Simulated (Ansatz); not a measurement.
Base system: GaCuSe2 in the chalcopyrite structure (space group I-42d, No. 122; a = 5.508 Å, c = 10.962 Å).

The values are results of LDA (Ansatz, a quantum-chemistry and plane-wave program), no SOC, not measurements.

Before the change:

Pressure: 0.00 GPa

Modification: every lattice vector is shortened by 1.50 %, atoms relaxed at fixed cell.

Problem. Predict the new pressure, energy relative to the base and mean gap deformation potential ΔEg/Δln V.

Solution. The pressure (mean of the normal stresses, compression positive) goes from zero to 3.93 GPa; the energy increases by 11 meV/atom; the mean gap deformation potential ΔEg/Δln V is -4.5 eV.

The cells carry an imposed strain or load. Stability against distortions was not tested. All final runs are without spin polarisation. The zero or small gap of GaCuSe2 can change with the level of theory.
